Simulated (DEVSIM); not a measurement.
Structure: CdTe p-i-n diode, at 250 K.

```
layer (left to right)  material  thickness (μm)  Nd (cm⁻³)  Na (cm⁻³)  τn (s)  τp (s)
---------------------  --------  --------------  ---------  ---------  ------  ------
1                          CdTe            1.60          -     1.1e17  3.5e-8  3.5e-8
2                          CdTe            14.0     1.1e11          -  3.5e-8  3.5e-8
3                          CdTe           0.720     1.7e17          -  3.5e-8  3.5e-8
```

Left contact: ohmic. Right contact: ohmic. Voltage is applied to the left contact. Recombination: SRH at mid-gap, Auger. Mobility is μmin + (μ − μmin)/(1 + (N/Nref)^α).

The device is made up for the run: typed textbook-type constants, with dimensions and the other settings drawn at random. Values at 300 K; Nc and Nv go as T^1.5, mobilities as T to minus their exponent, the gap by Varshni's rule with the affinity fixed.

```
parameter            CdTe
----------------  -------
gap (eV)              1.5
affinity (eV)        4.28
permittivity         10.2
Nc (cm⁻³)            8e17
Nv (cm⁻³)          1.8e19
μn (cm²/Vs)          1000
μp (cm²/Vs)            80
μn,min                100
μp,min                 10
Nref,n               1e17
Nref,p               1e17
αn                    0.6
αp                    0.6
T exponent of μn      1.7
T exponent of μp      1.5
Cn (cm⁶/s)          1e-30
Cp (cm⁶/s)          1e-30
Varshni α (eV/K)  0.00031
Varshni β (K)         108
```

Model (solved in DEVSIM): 1D drift-diffusion, Boltzmann statistics, complete ionisation; no tunnelling, impact ionisation, image-force lowering or self-heating.

The doping Nd of layer 3 was swept, all else fixed.

| doping Nd of layer 3 (cm^-3) | potential step across the device at zero bias (V) | dark forward voltage at 100 A/cm² (V) |
|---|---|---|
| 5.1e15 | 1.307 | 1.416 |
| 1.7e16 | 1.333 | 1.394 |
| 5.1e16 | 1.357 | 1.382 |
| 1.7e17 | 1.383 | 1.375 |

From the first row to the last the potential step across the device at zero bias goes from 1.307 to 1.383. From the first row to the last the dark forward voltage at 100 A/cm² goes from 1.416 to 1.375.
